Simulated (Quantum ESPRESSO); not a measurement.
Quantum ESPRESSO 7.5, DFT, PBE, plane waves, PseudoDojo 0.5 standard norm-conserving PBE (local tails restored to the Coulomb form): unreconstructed Si(100) slab of 9 layers, 1x1 (Si9), unrelaxed, 9 atoms. Basis and mesh were picked for this test and aren't claimed converged.

```fortran
&CONTROL
  calculation = 'scf'
  pseudo_dir = './pseudo'
  outdir = './out'
  tprnfor = .true.
  tstress = .false.
/
&SYSTEM
  ibrav = 0
  nat = 9
  ntyp = 1
  ecutwfc = 36.0
  ecutrho = 144.0
  occupations = 'smearing'
  smearing = 'mv'
  degauss = 0.02
/
&ELECTRONS
  conv_thr = 9.000000000000001e-09
/
ATOMIC_SPECIES
Si 28.0850 Si.upf
CELL_PARAMETERS angstrom
  3.840297000000   0.000000000000   0.000000000000
  0.000000000000   3.840297000000   0.000000000000
  0.000000000000   0.000000000000  24.862000000000
ATOMIC_POSITIONS crystal
Si   0.500000000000   0.000000000000   0.281554000000
Si   0.500000000000   0.500000000000   0.336166000000
Si   0.000000000000   0.500000000000   0.390777000000
Si   0.000000000000   0.000000000000   0.445389000000
Si   0.500000000000   0.000000000000   0.500000000000
Si   0.500000000000   0.500000000000   0.554611000000
Si   0.000000000000   0.500000000000   0.609223000000
Si   0.000000000000   0.000000000000   0.663834000000
Si   0.500000000000   0.000000000000   0.718446000000
K_POINTS automatic
7 7 1 0 0 0
```

The program reports k-points computed: 10, bands: 22, electrons: 36, G-vectors of the density: 72115, FFT grid: 30×30×180, symmetry operations: 8.

Hardware: AMD EPYC (Zen 5), 96 cores on 1 socket, no SMT, 12 L3 cache groups; 94 cores' worth of CPU time may be used.

Times are wall-clock medians of two to five runs, from launch to exit, with nothing else on the machine. Processes are pinned to neighbouring cores unless said otherwise. The build: conda-forge: Open MPI 5.0, OpenMP, OpenBLAS 0.3.34 (pthreads), FFTW, ScaLAPACK, ELPA; another build can shift the numbers. Scratch files lie in a memory file system. This build's BLAS runs threads of its own beside OpenMP's, on the same cores; «BLAS threads» counts them.

Started as
```bash
OMP_NUM_THREADS=1 mpirun -np 32 pw.x -nk 4 -in pw.in
```
(32 ranks) it takes 2.2 s and 12 SCF iterations.

Problem. How long does it take after this change: 4 ranks × 8 threads, 8 BLAS threads?

Solution. About 16 s (2 runs within 6 %): 7.3× as long. The largest move is in FFTs of H·ψ (vloc_psi): 0.48 s to 7.3 s. The BLAS threads cost time here: 4 ranks × 8 threads, 8 BLAS threads takes 16 s and 350 core-seconds of CPU time, the same layout with one BLAS thread 6.9 s and 130. SCF iterations go from 12 to 11. Launch, exit and the like take 0.58 s of the 2.2 s. Change in the result: energy equal as printed, forces (largest component) 0.29 meV/Å.
